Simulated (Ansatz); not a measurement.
An Ansatz (a first-principles code) run: SnSe; Ansatz r2SCAN+rVV10, scalar-relativistic without spin-orbit coupling.

Input:

Ansatz 0.2 input:
```yaml
crystal:
  lattice:
    - [11.5357948594, 0, 0]
    - [0, 4.1209325432, 0]
    - [0, 0, 4.5781615357]
  atoms:
    - { symbol: Sn, position: [0.1179924856, 0.25, 0.1164865288] }
    - { symbol: Sn, position: [0.3820075144, 0.75, 0.6164865288] }
    - { symbol: Sn, position: [0.8820075144, 0.75, 0.8835134712] }
    - { symbol: Sn, position: [0.6179924856, 0.25, 0.3835134712] }
    - { symbol: Se, position: [0.853524332, 0.25, 0.48532741] }
    - { symbol: Se, position: [0.646475668, 0.75, 0.98532741] }
    - { symbol: Se, position: [0.146475668, 0.75, 0.51467259] }
    - { symbol: Se, position: [0.353524332, 0.25, 0.01467259] }
basis: { ecutwfc: 500, ecutrho_ratio: 4, xc_grid: 4, fft_grid_basis: typed }
kpoints: { mp_grid: { grid: [3, 8, 7] } }
hamiltonian:
  xc: r2scan
  dispersion: rvv10
  pseudopotentials: { kind: paw }
scf: { occupations: { method: fermi_dirac, width: 0.05 }, convergence: { dr2_threshold: 0.0000000008 } }
output: { forces: true, stress: true }
```

Output (explanatory and most iteration lines left out):

```
Pseudopotential: Sn, paw, valence charge 14
Pseudopotential: Se, paw, valence charge 16
Crystal: 8 atoms, lattice volume = 217.638 Å³
Basis set: ecut = 500 eV, 5553 PW (Γ), exchange–correlation on 360×128×144 points (64 copies of the dense FFT grid, shifted against one another)
Bands: 68, of which v1, the nominal top of the filled ones, is band 60 counted from 1 (59 counted from 0)
Symmetry: 8 space group operations
Space group: Pnma (ITA 62), of the structure as read, at distance tolerance 6.0e-5 Å
k-points: 40 of 168
Functional: x = r2scan, c = r2scan + rvv10(b = 11.95, C = 0.0093); τ floored in thin density (d = 2e-4 eV/Å³)
SCF iter   1: F=—  HF=-46057.778343 eV  |F-HF|=—  |Δ(HF+E_count)|=         —  Δρ=4.84e-3  dr2=5.01e-2  dr2_τ=1.40e-2  ethr=1.77e-3  ⟨swp⟩=6.3  Hψ=10173  notcnv=0  defer=1
SCF iter   2: F=—  HF=-46057.824885 eV  |F-HF|=—  |Δ(HF+E_count)|=   4.65e-2  Δρ=2.43e-3  dr2=1.22e-2  dr2_τ=3.60e-4  ethr=4.17e-5  ⟨swp⟩=3.0  Hψ=5849  notcnv=0  defer=73
SCF 1 converged in 9 iterations: F = -46057.828255 eV  dr2 = 1.81e-10
SCF converged after 9 iterations
Free energy (F): -46057.828255 eV
Internal energy: -46057.828252 eV  (E = F + TS)
E sigma→0 (E₀):  -46057.828253 eV
Entropy (-TS):   -0.000003 eV (-0.000 meV/atom)
Fermi energy:    9.036266 eV
--- Forces (eV/Å), atoms counted from 1 ---
  atom   1  Sn    -0.00258073     0.00000000    -0.00217010
  atom   2  Sn     0.00258073     0.00000000    -0.00217010
  atom   3  Sn     0.00258073     0.00000000     0.00217010
  atom   4  Sn    -0.00258073     0.00000000     0.00217010
  atom   5  Se     0.00200554     0.00000000     0.00125881
  atom   6  Se    -0.00200554     0.00000000     0.00125881
  atom   7  Se    -0.00200554     0.00000000    -0.00125881
  atom   8  Se     0.00200554     0.00000000    -0.00125881
--- Stress (GPa, compression-positive) ---
        0.009662       0.000000       0.000000
        0.000000       0.000142       0.000000
        0.000000       0.000000       0.000311
  P = ⅓ Tr σ = 0.0034 GPa (0.034 kbar)
```

Stability against distortions was not tested. The cell is SnSe in the GeS type structure (space group Pnma, No. 62; layered, stacked along the Cartesian x axis).
